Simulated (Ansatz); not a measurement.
Ansatz (a first-principles code) run on NaNiO₂ (Cm, 4 atoms in the cell): self-consistent single point.

Computed with LDA (PW92), default PAW files made with PBE (plane waves; Ansatz).

```
NaNiO2
1.0
    2.64937    -1.40567     0.00000
    2.64937     1.40567     0.00000
   -1.94969     0.00000     5.14410
Na Ni O
1 1 2
Direct
  0.50358   0.50358   0.50972
  0.00000   0.00000   0.00000
  0.28529   0.28529   0.80283
  0.71471   0.71471   0.19717
```
Moments meant for the start (each program seeds them in its own way; μB, in the order of the atoms Na Ni O O): 0.0 2.0 0.0 0.0.

Reference input (self-consistent single point, DFT, LDA (PW92), plane waves, default PAW files made with PBE): basis.ecutwfc = 30.9 Ry; kpoints.mp_grid.grid = 10 10 5; hamiltonian.xc = lda; hamiltonian.pseudopotentials = {kind: paw} (the program's default PAW files); magnetization.spin_polarized = true; scf.occupations.method = fermi_dirac; scf.occupations.width = 0.0015 Ry. This run's input differs from it in these lines:

```diff
@@ -25,3 +25,3 @@
     method: fermi_dirac
-    width: 0.0015 Ry
+    width: 0.022 Ry
 output:
```

Output (repeated stretches shortened):

```
SCF iter   1: F=—  HF=-8350.680642 eV  |F-HF|=—  |Δ(HF+E_count)|=         —  Δρ=1.85e-1 (↑9.21e-2 ↓1.85e-1)  dr2=5.93e0  dr2_m=5.35e0  M=0.370 μB ∫|m|=0.383 μB  β_m=0.30  ethr=3.10e-3  ⟨swp⟩=4.3  Hψ=26637  notcnv=0
Mixer restart at iter 1: flushing history
all-band conjugate gradients solve this SCF's bands
preconditioner: auto → Kerker (q_TF=auto, 2.736 Å⁻¹)
spin=Collinear: Kerker preconditioning applied to the charge; magnetization (m = ρ↑ − ρ↓) channel mixes plain (no charge-response kernel on spin).
   [... lines left out ...]
SCF iter  17: F=—  HF=-8350.442418 eV  |F-HF|=—  |Δ(HF+E_count)|=  5.17e-10  Δρ=1.01e-6 (↑6.63e-7 ↓1.01e-6)  dr2=4.40e-10  dr2_m=1.33e-10  M=0.000 μB ∫|m|=0.000 μB  β_m=0.87  ethr=9.44e-12  ⟨swp⟩=2.6  Hψ=14449  notcnv=0
SCF iter  18: F=-8350.442418 eV  HF=-8350.442418 eV  |F-HF|=7.46e-11  |Δ(HF+E_count)|=  8.73e-11  Δρ=2.76e-7 (↑2.26e-7 ↓2.76e-7)  dr2=1.20e-10  dr2_m=1.69e-12  M=0.000 μB ∫|m|=0.000 μB  ethr=1.13e-12  ⟨swp⟩=1.0  Hψ=18536  notcnv=0
SCF 1 converged in 18 iterations: F = -8350.442418 eV  dr2 = 1.20e-10
WARN: the starting moments were not kept: the SCF closed with an absolute magnetisation of 6.3e-6 μB, where they sum to 2 μB in size (1 site) …
Magnetization: 0.0000 μB (19.5000 up, 19.5000 down)
   [... lines left out ...]
Absolute magnetization: 0.0000 μB (∫|ρ↑−ρ↓|, with the PAW one-centre terms)
Free energy (F): -8350.442418 eV
Fermi energy:    10.132295 eV
   [... lines left out ...]
  atom   4  O      0.06696187     0.00000000    -0.29368825
--- Stress (GPa, compression-positive) ---
       -3.578603       0.000000       0.587349
        0.000000      -2.128082       0.000000
        0.587349       0.000000      -4.981126
  P = ⅓ Tr σ = -3.5626 GPa (-35.626 kbar)
  The stress holds the Pulay correction. Without it, at fixed plane waves, as pw.x and ABINIT print it: P = -4.4758 GPa
```

The run converged in 18 iterations. Against the reference run the free energy goes down by 72.3 meV/atom, the pressure goes from -4.76 to -3.56 GPa, the largest force goes from 0.502 to 0.415 eV/Å and the size of the net moment goes from 0.25 to 0.00 μB/atom.

The starting cell comes from a database of computed structures (which also holds hypothetical and non-ambient phases and stackings), without a prior relaxation at this level. Its lattice was rescaled by up to half a per cent. One atom was moved a little off its site on purpose. The starting moments vanished: the run ended non-magnetic, which need not be the lowest state. The program warned that a starting moment was not kept. With a pressure of about -4 GPa the cell is away from its equilibrium volume at this level. Ansatz's pressure includes its estimate of the finite-basis (Pulay) stress. Without the estimate this run gives -4.48 GPa.

Cost on one core of a shared machine: roughly 40 s.

Keys are those of Ansatz 0.2.
